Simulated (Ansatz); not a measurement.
Consider AlN in the zinc blende structure (space group F-43m, No. 216; a = 4.370 Å). Axes: x, y, z lie along the cube axes.

The values are results of r2SCAN/PAW in Ansatz (a quantum-chemistry and plane-wave program), without spin-orbit coupling, not measurements.

Base values:

| Quantity | Result |
|---|---|
| Band gap | 3.94 eV |

The change: biaxial strain +0.50 %, plane normal [001], relaxed out of plane (Cartesian); in-plane vectors clamped, the third vector and the atoms free.

Predict the new band gap, valence-band top at Γ and in-plane stress.

The band gap decreases by 0.06 eV (3.94 eV → 3.88 eV); the valence-band top at Γ (three highest levels, from the VBM) amounts to 0.00, -0.04, -0.04 eV; the mean in-plane stress (compression positive) comes out as -1.5 GPa.

Gaps are Kohn–Sham eigenvalue differences; semilocal functionals usually give less than the measured gap. Stability against distortions was not tested. This is not the structure that AlN has at room temperature and ambient pressure.
